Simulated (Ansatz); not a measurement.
Consider BP in the zinc blende structure (space group F-43m, No. 216; a = 4.536 Å). Axes: x, y, z lie along the cube axes.

Level of theory: r2SCAN (Ansatz, a first-principles code), spin-orbit coupling left out, earlier PAW set.

Before the change:

```
Quantity               Value
-------------------  -------
Smallest direct gap  3.60 eV
Band gap             1.41 eV
```

One thing is altered: tensile biaxial strain of 4.10 % in the plane normal to [111], as in epitaxy on a mismatched substrate; the out-of-plane cell vector and the atoms relax.

Problem. Predict the new smallest direct gap, ratio −ε⊥/ε∥ and band gap.

Solution. The smallest direct gap falls by 0.51 eV to 3.09 eV; the ratio −ε⊥/ε∥ comes out as 0.16; the band gap decreases by 0.14 eV (1.41 eV → 1.27 eV).

Stability against distortions was not tested.
